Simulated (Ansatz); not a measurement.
Cost and result by functional for the surface energy of the (11-22) surface of hcp Zr in its 1x1 cell, outermost plane spacing 1.37 Å in the ideal cut, in Ansatz (plane waves, PAW). Single points on the PBE structure, on one kind of machine; costs are rough ratios of the slab run's core time (references not counted) to the cheapest single point. r2SCAN's cost holds its higher cutoff (500 against 420 eV). Differences are taken against r2SCAN for comparison alone: no measured value is at hand, so the table doesn't rank accuracy.

Model: 16-atom slab, 9.6 Å thick at the start (thin: gaps and levels are the slab's own), 7x6x1 mesh, Fermi-Dirac 0.1 eV, dipole correction, all atoms relaxed; start symmetry kept, larger cells not searched; no spin, no spin-orbit, no U. These notes are the PBE run's.

```json
[
 {"functional": "PBEsol", "relative cost": "1", "surface energy (J/m²)": "1.88", "less r2SCAN (J/m²)": "0.00"},
 {"functional": "LDA", "relative cost": "1", "surface energy (J/m²)": "1.92", "less r2SCAN (J/m²)": "0.04"},
 {"functional": "RPBE", "relative cost": "1", "surface energy (J/m²)": "1.62", "less r2SCAN (J/m²)": "-0.26"},
 {"functional": "r2SCAN", "relative cost": "2", "surface energy (J/m²)": "1.88", "less r2SCAN (J/m²)": "0.00"},
 {"functional": "PBE (the relaxed run's value)", "relative cost": "–", "surface energy (J/m²)": "1.73", "less r2SCAN (J/m²)": "-0.15"}
]
```

The values span 0.30 J/m², while the single points' costs differ by a factor of roughly 2. Differences are of unrounded values.

Ansatz is a program for electronic structure.
